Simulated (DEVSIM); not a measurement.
**abrupt InP n-p junction**

System: abrupt InP n-p junction, at 300 K.

```csv
layer (left to right),material,thickness (μm),Nd (cm⁻³),Na (cm⁻³),τn (s),τp (s)
1,InP,0.820,1.1e16,-,2.8e-9,2.8e-9
2,InP,1.90,-,2.3e16,2.8e-9,2.8e-9
```

Left contact: ohmic. Right contact: ohmic. Voltage is applied to the left contact. Recombination: SRH at mid-gap, radiative, Auger. Mobility is μmin + (μ − μmin)/(1 + (N/Nref)^α).

The device is made up for the run: typed textbook-type constants, with dimensions and the other settings drawn at random. Values at 300 K.

| parameter | InP |
|---|---|
| gap (eV) | 1.344 |
| affinity (eV) | 4.38 |
| permittivity | 12.5 |
| Nc (cm⁻³) | 5.7e17 |
| Nv (cm⁻³) | 1.1e19 |
| μn (cm²/Vs) | 5200 |
| μp (cm²/Vs) | 170 |
| μn,min | 400 |
| μp,min | 10 |
| Nref,n | 3e17 |
| Nref,p | 4.9e17 |
| αn | 0.47 |
| αp | 0.62 |
| B (cm³/s) | 1.2e-10 |
| Cn (cm⁶/s) | 9e-31 |
| Cp (cm⁶/s) | 9e-31 |

Model (solved in DEVSIM): 1D drift-diffusion, Boltzmann statistics, complete ionisation; no tunnelling, impact ionisation, image-force lowering or self-heating.

```json
{
 "potential_step_across_the_device_at_zero_bias": "1.082 V",
 "largest_field_in_the_device_at_zero_bias": "47000 V/cm",
 "Dark forward voltage at 1 A/cm²": "0.895 V",
 "Dark forward voltage at 100 A/cm²": "1.024 V"
}
```

Dark forward current:

```csv
V (V),J (A/cm²)
-0.05,-1.4e-9
-0.10,-4.9e-9
-0.15,-1.4e-8
-0.20,-3.9e-8
-0.25,-1.1e-7
-0.30,-3.0e-7
-0.35,-8.1e-7
-0.40,-2.2e-6
-0.45,-6.1e-6
-0.50,-1.7e-5
-0.55,-4.8e-5
-0.60,-0.00014
-0.65,-0.00044
-0.70,-0.0016
-0.75,-0.0065
-0.80,-0.033
-0.85,-0.19
-0.90,-1.2
-0.95,-7.7
-1.00,-47
-1.05,-230
-1.10,-790
-1.15,-1900
-1.20,-3800
```

Dark reverse current:

| V (V) | J (A/cm²) |
|---|---|
| 0.10 | 1.2e-9 |
| 0.25 | 2.4e-9 |
| 0.50 | 4.1e-9 |
| 0.75 | 5.6e-9 |
| 1.00 | 7.1e-9 |
| 1.50 | 9.7e-9 |
| 2.00 | 1.2e-8 |
| 2.50 | 1.4e-8 |
| 3.25 | 1.7e-8 |
